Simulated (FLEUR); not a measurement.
FLEUR run on BeB2 (P6/mmm, 3 atoms in the cell): self-consistent single point.

Method: LDA (Perdew-Zunger), all-electron FLAPW (FLEUR), scalar-relativistic valence.

```
BeB2
1.0
    2.92969     0.00000     0.00000
   -1.46484     2.53719     0.00000
    0.00000     0.00000     2.87733
Be B
1 2
Direct
  0.00000   0.00000   0.00000
  0.33333   0.66667   0.50000
  0.66667   0.33333   0.50000
```

Reference input (self-consistent single point, DFT, PBEsol, all-electron FLAPW (FLEUR), scalar-relativistic valence): Kmax = 4.3 1/bohr; GmaxXC = 17.2 1/bohr; xcFunctional = PBEs; jspins = 1; l_soc = F; mode = hist; fermiSmearingEnergy = 0.00499791 Htr; mesh (inpgen div1-3) = 13 13 11; inpgen gamma flag = false; Gmax = 17.2 1/bohr; numbands = 0; maxIterBroyd = 40. This run's input differs from it in these lines:

```diff
@@ -15,3 +15,3 @@
 &comp jspins=1 /
-&exco xctyp='PBEs' /
+&exco xctyp='pz' /
 &kpt div1=13 div2=13 div3=11 /
@@ -28,3 +28,3 @@
       <coreElectrons ctail="T" frcor="F" kcrel="0" coretail_lmax="0"/>
-      <xcFunctional name="PBEs" relativisticCorrections="F"/>
+      <xcFunctional name="pz" relativisticCorrections="F"/>
       <magnetism jspins="1"/>
```

Output, abridged:

```
 Iteration:     1   Distance:      19.09206877 me/bohr^3
 Iteration:     2   Distance:      17.70638645 me/bohr^3
 Iteration:     3   Distance:       4.89970438 me/bohr^3
 Iteration:     4   Distance:       4.34373708 me/bohr^3
 Iteration:     5   Distance:       0.34106743 me/bohr^3
   [... 5 lines left out ...]
 Iteration:    11   Distance:       0.00011856 me/bohr^3
 Iteration:    12   Distance:       0.00001735 me/bohr^3
 Iteration:    13   Distance:       0.00001216 me/bohr^3
 Iteration:    14   Distance:       0.00000025 me/bohr^3
 Run finished successfully
 Stop message:
   Structural relaxation: Done

[file out, last iteration]
             iter=     15
[...]
          total density-effective poten   -9.2650989889E+01
          total charge density-energy d   -1.0410450915E+01
 Updated energy parameters for spin:           1
[...]
 fermi energy and band-weighting factors:

[...]
FERMIE:
          first approx. to ef    (T=0)  :   0.329252 htr   (energy of the highest occ. eigenvalue)
          number of occ. states  (T=0)  :        492
          first approx. to seigv (T=0)  :   0.905912 htr
          sum of weights of occ. states :   4.010758
          sum of semicore charge        :   0.000000 e
FERHIS:  Fermi-Energy by histogram:
          bandgap                     :   0.000792 htr
   [... lines left out ...]
          charge neutrality (T=0)     :   0.021517    (zero if the highest occ. eigenvalue is "entirely" occupied)
     EF_NEWTON:  Adjust Fermi-Energy by Newton-Method.
 Direct bandgap for spin            1 :    6.4614152519485324E-002  Htr
 ---->    free energy=                       -63.8397317950 htr
   [... lines left out ...]
      extrapolation for T->0
 ---->    total electron energy=             -63.8391666100 htr
 ***** TOTAL FORCES ON ATOMS *****
 TOTAL FORCE FOR ATOM TYPE=  1  X=  0.000   Y=  0.000   Z=  0.000
                       FX_TOT= 0.000000 FY_TOT= 0.000000 FZ_TOT= 0.000000
 TOTAL FORCE FOR ATOM TYPE=  2  X=  2.768   Y= -1.598   Z=  2.719
                       FX_TOT= 0.000000 FY_TOT= 0.000000 FZ_TOT= 0.000000
 Structural relaxation: Done
```

The run converged in 14 iterations. FLEUR gives forces in its relaxation mode, with a further iteration, so its stop message speaks of a relaxation. 

The starting cell comes from a database of computed structures (which also holds hypothetical and non-ambient phases and stackings), without a prior relaxation at this level. Values depend on the basis (sphere radii, cutoffs, local orbitals), which need not be converged. The log's line on a gap gives a spacing of levels on this mesh, which the program prints for metals too.

Cost on one core of a shared machine: roughly 60 s.
